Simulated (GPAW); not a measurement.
Checking a run of GPAW on SrPd2 (Fd-3m, 6 atoms in the cell). The aim is a self-consistent single point with DFT PBEsol, plane waves, GPAW PAW datasets PBEsol (made by gpaw-setup).

This input was run:

```python
from ase import Atoms
from ase.units import GPa
from gpaw import GPAW, PW, FermiDirac

atoms = Atoms(['Sr', 'Sr', 'Pd', 'Pd', 'Pd', 'Pd'],
              cell=[[0.000000, 3.913000, 3.913000],
                    [3.913000, 0.000000, 3.913000],
                    [3.913000, 3.913000, 0.000000]],
              positions=[[0.000000, 0.000000, 0.000000],
                         [1.956500, 1.956500, 1.956500],
                         [4.891250, 4.891250, 4.891250],
                         [4.891250, 2.934750, 2.934750],
                         [2.934750, 2.934750, 4.891250],
                         [2.934750, 4.891250, 2.934750]],
              pbc=True)

calc = GPAW(mode=PW(600),
            xc='PBEsol',
            occupations=FermiDirac(0.1),
            nbands=-14,
            symmetry={'symmorphic': False, 'tolerance': 0.0005},
            maxiter=120,
            txt='-')

atoms.calc = calc

energy = atoms.get_potential_energy()
print('Energy (eV):', round(energy, 6))
forces = atoms.get_forces()
print('Forces (eV/Ang):')
print(forces.round(5))
stress = atoms.get_stress()
print('Stress (GPa, Voigt):', (stress / GPa).round(4))
```

Output (repeated stretches shortened):

```
Input parameters:
  maxiter: 120
  mode: {ecut: 600.0,
         name: pw}
  nbands: -14
  occupations: {fixmagmom: False,
                name: fermi-dirac,
                width: 0.1}
  symmetry: {symmorphic: False,
             tolerance: 0.0005}
  xc: PBEsol

species:
  Sr:
    name: Strontium
   [... lines left out ...]

Number of atoms: 6
Number of atomic orbitals: 58
Number of bands in calculation: 56
Number of valence electrons: 84
Bands to converge: occupied

Density initialized from atomic densities
  56 bands from LCAO basis set

Atomic positions and initial magnetic moments

Positions:
   0 Sr     0.000000    0.000000    0.000000    ( 0.0000,  0.0000,  0.0000)
   1 Sr     1.956500    1.956500    1.956500    ( 0.0000,  0.0000,  0.0000)
   2 Pd     4.891250    4.891250    4.891250    ( 0.0000,  0.0000,  0.0000)
   3 Pd     4.891250    2.934750    2.934750    ( 0.0000,  0.0000,  0.0000)
   4 Pd     2.934750    2.934750    4.891250    ( 0.0000,  0.0000,  0.0000)
   5 Pd     2.934750    4.891250    2.934750    ( 0.0000,  0.0000,  0.0000)

Unit cell:
           periodic     x           y           z      points  spacing
  1. axis:    yes    0.000000    3.913000    3.913000    32     0.1412
  2. axis:    yes    3.913000    0.000000    3.913000    32     0.1412
  3. axis:    yes    3.913000    3.913000    0.000000    32     0.1412

  Lengths:   5.533818   5.533818   5.533818
  Angles:   60.000000  60.000000  60.000000

Effective grid spacing dv^(1/3) = 0.1541
     iter     time        total  log10-change:
                         energy   eigst   dens
iter:   1 --:--:--   -29.525883
iter:   2 --:--:--   -21.664779   -0.65  -0.93
iter:   3 --:--:--   -27.392967   -0.00  -1.01
iter:   4 --:--:--   -19.781294   -1.41  -1.18
iter:   5 --:--:--   -21.663009   -0.28  -1.31
   [... 18 lines left out ...]
iter:  24 --:--:--   -15.493269   -3.78  -2.32
iter:  25 --:--:--   -15.550142   -3.43  -2.53
iter:  26 --:--:--   -15.473266   -3.07  -2.20
iter:  27 --:--:--   -15.475746   -4.37  -2.93
iter:  28 --:--:--   -15.466461c  -4.12  -2.83
iter:  29 --:--:--   -15.467030c  -5.18  -2.99
iter:  30 --:--:--   -15.471201c  -5.05  -3.01
iter:  31 --:--:--   -15.470991c  -6.27  -3.06
iter:  32 --:--:--   -15.469911c  -5.19  -3.08
   [... 2 lines left out ...]
iter:  35 --:--:--   -15.472608c  -6.94  -3.82
iter:  36 --:--:--   -15.472783c  -6.85  -3.92
iter:  37 --:--:--   -15.472672c  -7.28  -3.94
iter:  38 --:--:--   -15.472682c  -6.57  -4.00
iter:  39 --:--:--   -15.472875c  -7.15  -4.31c
iter:  40 --:--:--   -15.472848c  -7.88c -4.50c
Converged after 40 iterations.

Dipole moment: (-11.187738, -11.187738, -11.187738) |e|*Ang

Energy contributions relative to reference atoms: (reference = -721531.572033)

Kinetic:        +52.449671
Potential:      -42.314448
External:        +0.000000
XC:             -23.450062
Entropy (-ST):   -0.533194
Local:           -1.891412
SIC:             +0.000000
--------------------------
Free energy:    -15.739445
Extrapolated:   -15.472848

 Band  Eigenvalues  Occupancy
   [... 53 lines left out ...]

Fermi level: 8.92567

Gap: 0.328 eV
Transition (v -> c):
  (s=0, k=0, n=42, [0.00, 0.00, 0.00]) -> (s=0, k=0, n=43, [0.00, 0.00, 0.00])
No difference between direct/indirect transitions
Energy (eV): -15.472848

Forces in eV/Ang:
  0 Sr   -0.00000    0.00000   -0.00000
  1 Sr    0.00000   -0.00000    0.00000
  2 Pd    0.00000    0.00000   -0.00000
  3 Pd   -0.00000   -0.00000   -0.00000
  4 Pd   -0.00000   -0.00000    0.00000
  5 Pd   -0.00000    0.00000   -0.00000

Stress tensor:
    -0.093964    -0.000000    -0.000000
    -0.000000    -0.093964     0.000000
    -0.000000     0.000000    -0.093964
Stress (GPa, Voigt): [-15.0547 -15.0547 -15.0547   0.      -0.      -0.    ]
```

Q: Can these results be used? Check the input.

A: The run is not sound. The fault is a single k-point for a small metallic cell. One k-point cannot sample the Fermi surface of a small cell. To fix it, use a converged k-point mesh. The run converged in 40 iterations without an error; against the sound input the free energy goes up by 1.68 eV/atom and the pressure goes from -1.29 to 15.05 GPa.

An input that runs soundly differs in these lines (not the only fix; some lines may just follow from the change or write a value another way):
```diff
+            kpts=(5, 5, 5),
```

With that input, the run converged in 23 iterations: free energy E − TS (from the program's reference atoms) -25.8304 eV; Fermi level (on the code's own zero) 8.19 eV; pressure -1.29 GPa (DFT PBEsol, plane waves, GPAW PAW datasets PBEsol (made by gpaw-setup)).

On the sound input: the starting cell comes from a database of published, mostly measured structures (it also holds non-ambient and calculated ones), without a prior relaxation at this level. Spin polarisation is off. The log's line on a gap gives a spacing of levels on this mesh, which the program prints for metals too.
